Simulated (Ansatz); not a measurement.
**Short convergence ladders for Hf₂Hg (I4mm, 3 atoms in the cell)**

```yaml
crystal:
  lattice:
    - [-1.66004, 1.66004, 5.78415]
    - [1.66004, -1.66004, 5.78415]
    - [1.66004, 1.66004, -5.78415]
  atoms:
    - { symbol: Hf, position: [0.67005, 0.67005, 0.00000] }
    - { symbol: Hf, position: [0.33427, 0.33427, 0.00000] }
    - { symbol: Hg, position: [0.00000, 0.00000, 0.00000] }
```

Base method: PBEsol, default PAW files made with PBE (plane waves; Ansatz, a first-principles code).

Base settings: basis.ecutwfc = 30.9 Ry; kpoints.mp_grid.grid = 12 12 12; hamiltonian.xc = pbesol; hamiltonian.pseudopotentials = {kind: paw} (the program's default PAW files); scf.occupations.method = fermi_dirac; scf.occupations.width = 0.0073 Ry.

The count of work is k-points × plane waves × bands × iterations; it is no time. Core times come from one kind of shared machine, to one figure; runs under 30 s give none.

**The k-point mesh**

The second cell is the first with its lattice scaled by 0.98.

Only quantities that move along the ladder and can be compared are tabulated.

```csv
kpoints.mp_grid.grid,free energy less the last step's (meV/atom),energy of the compressed cell less the first (meV/atom),pressure (GPa),largest difference of a force vector from the last step's (eV/Å),count of work / last
2 2 2,-126.35,10.35,-2.33,0.128,0.0047
4 4 4,22.77,17.19,-1.59,0.045,0.012
6 6 6,-3.93,21.70,-1.11,0.080,0.025
8 8 8,0.36,20.31,-1.25,0.003,0.056
10 10 10,-0.15,20.70,-1.21,0.006,0.096
12 12 12,-0.08,20.66,-1.21,0.005,0.15
24 24 24,0.00,20.66,-1.21,0.000,1.0
```

Coarsest kpoints.mp_grid.grid that holds the energy of the compressed cell less the first within 0.2 meV/atom of the last step, with all finer ones: 10 10 10, at 0.096 of the last step's count of work; the step before is off by 0.35 meV/atom.

Coarsest kpoints.mp_grid.grid that holds the free energy within 2 meV/atom of the last step, with all finer ones: 8 8 8, at 0.056 of the last step's count of work; the step before is off by 3.9 meV/atom.

Coarsest kpoints.mp_grid.grid that holds the pressure within 0.05 GPa of the last step, with all finer ones: 8 8 8, at 0.056 of the last step's count of work; the step before is off by 0.10 GPa.

**The k-point mesh at a smearing width of 0.05 eV**

In this ladder: scf.occupations.width = 0.0037 Ry.

The second cell is the first with its lattice scaled by 0.98.

Only quantities that move along the ladder and can be compared are tabulated.

| kpoints.mp_grid.grid | free energy less the last step's (meV/atom) | energy of the compressed cell less the first (meV/atom) | largest difference of a force vector from the last step's (eV/Å) | count of work / last |
|---|---|---|---|---|
| 5 5 5 | 7.04 | 20.24 | 0.030 | 0.016 |
| 7 7 7 | -1.61 | 20.73 | 0.041 | 0.048 |
| 10 10 10 | -0.33 | 20.75 | 0.007 | 0.12 |
| 15 15 15 | -0.22 | 20.70 | 0.000 | 0.35 |
| 22 22 22 | 0.00 | 20.66 | 0.000 | 1.0 |

Coarsest kpoints.mp_grid.grid that holds the energy of the compressed cell less the first within 0.2 meV/atom of the last step, with all finer ones: 7 7 7, at 0.048 of the last step's count of work; the step before is off by 0.42 meV/atom.

Coarsest kpoints.mp_grid.grid that holds the forces within 0.01 eV/Å of the last step, with all finer ones: 10 10 10, at 0.12 of the last step's count of work; the step before is off by 0.041 eV/Å.

Coarsest kpoints.mp_grid.grid that holds the free energy within 2 meV/atom of the last step, with all finer ones: 7 7 7, at 0.048 of the last step's count of work; the step before is off by 7.0 meV/atom.

The energy difference between the two cells stays within 1 meV/atom of the last step's from 5 5 5 on, the total only from 10 10 10 on: much of the error is common to both cells and cancels.

**The mesh under tetrahedron occupations**

In this ladder: scf.occupations.method = tetrahedron; scf.occupations.width = default.

Only quantities that move along the ladder and can be compared are tabulated.

```tsv
kpoints.mp_grid.grid	free energy less the last step's (meV/atom)	pressure (GPa)	largest difference of a force vector from the last step's (eV/Å)	count of work / last	core time / last (rough)
6 6 6	-2.34	-1.02	0.059	0.021	–
7 7 7	-1.33	-1.11	0.024	0.023	–
9 9 9	1.14	-1.17	0.013	0.050	–
14 14 14	0.00	-1.19	0.006	0.18	0.1
21 21 21	-0.01	-1.20	0.000	0.42	0.3
26 26 26	0.00	-1.21	0.000	1.0	1
```

Coarsest kpoints.mp_grid.grid that holds the pressure within 0.05 GPa of the last step, with all finer ones: 9 9 9, at 0.050 of the last step's count of work; the step before is off by 0.10 GPa.

Coarsest kpoints.mp_grid.grid that holds the free energy within 0.5 meV/atom of the last step, with all finer ones: 14 14 14, at 0.18 of the last step's count of work and about 0.1 of the last step's time; the step before is off by 1.1 meV/atom.

Coarsest kpoints.mp_grid.grid that holds the forces within 0.02 eV/Å of the last step, with all finer ones: 9 9 9, at 0.050 of the last step's count of work; the step before is off by 0.024 eV/Å.

On the base run: the starting cell comes from a database of computed structures (which also holds hypothetical and non-ambient phases and stackings), without a prior relaxation at this level. Its lattice was rescaled by up to half a per cent. One atom was moved a little off its site on purpose. Ansatz's pressure includes its estimate of the finite-basis (Pulay) stress.

Keys are those of Ansatz 0.2.
